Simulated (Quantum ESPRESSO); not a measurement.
Input and output of a self-consistent single point for Zr6Al16Ir7 (Fm-3m, 29 atoms in the cell) (Quantum ESPRESSO).

Method: PBEsol, PseudoDojo standard norm-conserving (PBESOL) pseudopotentials (plane waves; Quantum ESPRESSO).

```
Zr6Al16Ir7
1.0
    0.00000     6.14410     6.14410
    6.14410     0.00000     6.14410
    6.14410     6.14410     0.00000
Zr Al Ir
6 16 7
Cartesian
  6.14410   6.14410   2.33046
  6.14410   6.14410   9.95775
  2.33046   6.14410   6.14410
  9.95775   6.14410   6.14410
  6.14410   2.33046   6.14410
  6.14410   9.95775   6.14410
  7.61562   7.61562   4.67259
  4.67259   4.67259   7.61562
  4.67259   7.61562   4.67259
  7.61562   4.67259   7.61562
  4.67259   4.67259   4.67259
  7.61562   7.61562   7.61562
  7.61562   4.67259   4.67259
  4.67259   7.61562   7.61562
  4.13879   4.13879   2.00531
  8.14942   8.14942  10.28290
  8.14942  10.28290   8.14942
  4.13879   2.00531   4.13879
  2.00531   2.00531   2.00531
 10.28290  10.28290  10.28290
 10.28290   8.14942   8.14942
  2.00531   4.13879   4.13879
  6.14410   6.14410   6.14410
  3.07205   3.07205   6.14410
  3.07205   3.07205   0.00000
  6.14410   3.07205   3.07205
  0.00000   3.07205   3.07205
  3.07205   6.14410   3.07205
  3.07205   0.00000   3.07205
```

Reference input (self-consistent single point, DFT, PBEsol, plane waves, PseudoDojo standard norm-conserving (PBESOL) pseudopotentials): ecutwfc = 70 Ry; occupations = smearing; smearing = fd; degauss = 0.0099958 Ry; potentials = {Zr: Zr.upf, Al: Al.upf, Ir: Ir.upf}; K_POINTS = automatic 3 3 3 0 0 0; conv_thr = 1e-09 Ry; mixing_beta = 0.5. This run's input differs from it in these lines:

```diff
@@ -14,4 +14,4 @@
     occupations = 'smearing'
-    smearing = 'fd'
-    degauss = 0.0099958
+    smearing = 'gauss'
+    degauss = 0.0147
 /
```

Log, with long lists cut:

```
     Self-consistent Calculation

     iteration #  1     ecut=    70.00 Ry     beta= 0.50

     Threshold (ethr) on eigenvalues was too large:
     Diagonalizing with lowered threshold

     total energy              =   -2291.08473753 Ry
     estimated scf accuracy    <       1.04289983 Ry

     iteration #  2     ecut=    70.00 Ry     beta= 0.50

     total energy              =   -2291.07271581 Ry
     estimated scf accuracy    <       1.39437525 Ry

     iteration #  3     ecut=    70.00 Ry     beta= 0.50

     total energy              =   -2291.26450831 Ry
     estimated scf accuracy    <       0.65366275 Ry

   [... 8 blocks of this kind left out ...]

     iteration # 12     ecut=    70.00 Ry     beta= 0.50

     total energy              =   -2291.36043078 Ry
     estimated scf accuracy    <       0.00000001 Ry

     iteration # 13     ecut=    70.00 Ry     beta= 0.50
     End of self-consistent calculation

   [... 15 lines left out ...]

   [... 15 lines left out ...]

     the Fermi energy is    13.8192 ev

!    total energy              =   -2291.36043078 Ry
     estimated scf accuracy    <          5.1E-10 Ry
     smearing contrib. (-TS)   =      -0.02958357 Ry
     internal energy E=F+TS    =   -2291.33084721 Ry

     convergence has been achieved in  13 iterations

     Forces acting on atoms (cartesian axes, Ry/au):

     atom    1 type  1   force =     0.00000000    0.00000000    0.00238974
     atom    2 type  1   force =     0.00000000    0.00000000   -0.00238974
     atom    3 type  1   force =     0.00238974    0.00000000    0.00000000
     atom    4 type  1   force =    -0.00238974    0.00000000    0.00000000
   [... lines left out ...]

     Total force =     0.012551     Total SCF correction =     0.000024

          total   stress  (Ry/bohr**3)                   (kbar)     P=      -16.81
  -0.00011424   0.00000000   0.00000000          -16.81        0.00        0.00
   0.00000000  -0.00011424   0.00000000            0.00      -16.81        0.00
   0.00000000   0.00000000  -0.00011424            0.00        0.00      -16.81

   JOB DONE.
```

The run converged in 13 iterations. Against the reference run the free energy goes up by 12.6 meV/atom, the pressure hardly changes (-1.59 to -1.68 GPa) and the largest force moves little (0.099 to 0.097 eV/Å). The full log also holds: “c_bands:  1 eigenvalues not converged”.

The starting cell comes from a database of computed structures (which also holds hypothetical and non-ambient phases and stackings), without a prior relaxation at this level. Spin-orbit coupling is off. Spin polarisation is off.

Cost on one core of a shared machine: roughly 20 min.
